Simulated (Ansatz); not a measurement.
MoPt (model structure, Fm-3m, No. 225, 2 atoms in the cell), treated with LDA in Ansatz (PAW).

Settings: plane-wave cutoff 520 eV, 20×20×20 k mesh, Fermi–Dirac smearing 0.05 eV, no spin polarisation, scalar-relativistic PAW data made under PBE.

Cell (relaxed at this level):

```xyz
2
Lattice="0.0000 2.5748 2.5748 2.5748 0.0000 2.5748 2.5748 2.5748 0.0000" Properties=species:S:1:pos:R:3 pbc="T T T"
Pt     0.0000     0.0000     0.0000
Mo     2.5748     2.5748     2.5748
```

Question: Give the computed bulk modulus.

Answer: 
- bulk modulus: 233 GPa

Note: the run has no spin polarisation, so it can have missed a magnetic state; the bulk modulus is −V dP/dV from two relaxed cells at ±2 % in volume; the relaxation could raise the start's symmetry but not lower it, so the cell can be a saddle point.

Spin–orbit coupling is not included.

A model structure was made by putting elements into a prototype or built by hand; it is no filed structure, need not be a known phase, and can be a saddle point held by its symmetry.

Ansatz is a program for electronic structure.
